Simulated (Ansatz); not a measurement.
We consider Ta₂O₅ (model structure, C2/c, No. 15, 14 atoms in the cell), described by PBEsol in Ansatz (PAW).

Settings: plane-wave cutoff 520 eV, 8×8×6 k mesh (along the axes of the cell as run), Fermi–Dirac smearing 0.01 eV, scalar-relativistic PAW data made under PBE.

Cell (relaxed at this level):

```
CELL_PARAMETERS angstrom
      6.40871    -2.43432     0.08702
      6.40871     2.43432     0.08702
     -1.38023     0.00000     5.34988
ATOMIC_POSITIONS crystal
  Ta 0.89519 0.38594 0.76758
  Ta 0.61406 0.10481 0.73242
  Ta 0.10481 0.61406 0.23242
  Ta 0.38594 0.89519 0.26758
  O  0.33645 0.44201 0.52241
  O  0.55799 0.66355 0.97759
  O  0.66355 0.55799 0.47759
  O  0.44201 0.33645 0.02241
  O  0.86568 0.72401 0.87197
  O  0.27599 0.13432 0.62803
  O  0.13432 0.27599 0.12803
  O  0.72401 0.86568 0.37197
  O  0.89694 0.10306 0.75000
  O  0.10306 0.89694 0.25000
```

### Question
Estimate the band gap, smallest direct gap on the k points sampled and direct gap at Γ that the calculation returns.

### Answer

- band gap = 3.17 eV
- smallest direct gap on the k points sampled = 3.36 eV
- direct gap at Γ = 3.46 eV

Note: the relaxation could raise the start's symmetry but not lower it, so the cell can be a saddle point.

Spin–orbit coupling is not included.

Computed values are for the static lattice.

A model structure was made by putting elements into a prototype or built by hand; it is no filed structure, need not be a known phase, and can be a saddle point held by its symmetry.

Ansatz is a quantum-chemistry and plane-wave program.
